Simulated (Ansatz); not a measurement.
The starting structures come from a database of crystals and need not be the phases stable at ambient conditions.

 Where the default PAW files enter, the runs use the earlier of Ansatz's two default sets.

By LDA and PBEsol, the system below comes out a metal.

Given:

```
Ag
1.0
    2.94609     0.00000     0.00000
   -1.47304     2.55139     0.00000
    1.47305     0.85046     7.20465
Ag
3
Direct
  0.00000   0.00000   0.00000
  0.44457   0.22228   0.33315
  0.55543   0.77772   0.66685
```

Space group of this cell: R-3m. The cell is taken as given; by PBEsol its mean pressure is -7.5 GPa.

The current runs along the normal of the first two printed vectors, the (001) plane. All runs by Ansatz (an electronic-structure program), plane waves and PAW, without spin-orbit coupling; the base is PBEsol.

```
run                                                      mean pressure (GPa)  G/A, both spins (10¹⁵ S/m²)
-------------------------------------------------------  -------------------  ---------------------------
base                                                                    -7.5                         0.82
all lengths scaled by 0.98                                              -2.1                         0.84
all lengths scaled by 1.02                                             -11.0                         0.80
lda in place of pbesol                                                 -11.7                         0.82
lengths across the current scaled by 0.98, ions clamped                 -4.1                         0.82
lengths across the current scaled by 1.02, ions clamped                -10.0                         0.82
lengths along the current scaled by 0.97, ions clamped                  -4.9                   (withheld)
lengths along the current scaled by 1.03, ions clamped                  -9.3                   (withheld)
```

**Question.** Fill in the missing entries.

**Answer.** 
- lengths along the current scaled by 0.97, ions clamped, G/A, both spins (10¹⁵ S/m²): 0.85
- lengths along the current scaled by 1.03, ions clamped, G/A, both spins (10¹⁵ S/m²): 0.77
